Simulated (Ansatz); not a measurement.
The reference is Nb in the bcc (W type) structure (space group Im-3m, No. 229; relaxed with 0.1 eV smearing).

```xyz
1
Lattice="-1.6365 1.6365 1.6365 1.6365 -1.6365 1.6365 1.6365 1.6365 -1.6365" Properties=species:S:1:pos:R:3 pbc="T T T"
Nb     0.0000     0.0000     0.0000
```

Cartesian axes are those of the cell as printed.

All numbers come from PBEsol (Ansatz, a quantum-chemistry and plane-wave program), no spin-orbit coupling.

For the base:

| Item | Value |
|---|---|
| Pressure | 0.0 GPa |
| Shortest interatomic distance | 2.834 Å |

Modification: a pure shear with ε_xy = ε_yx = 0.0114, atoms relaxed at fixed cell.

Task: Estimate the effect on the pressure, energy relative to the base and shortest interatomic distance.

Result: The pressure (mean of the normal stresses, compression positive) is still 0.0 GPa; the energy increases by 0.4 meV/atom; the shortest interatomic distance decreases by 0.0215 Å to 2.813 Å.

The cells carry an imposed strain or load. Whether these cells are dynamically stable was not tested. All final runs are without spin polarisation.
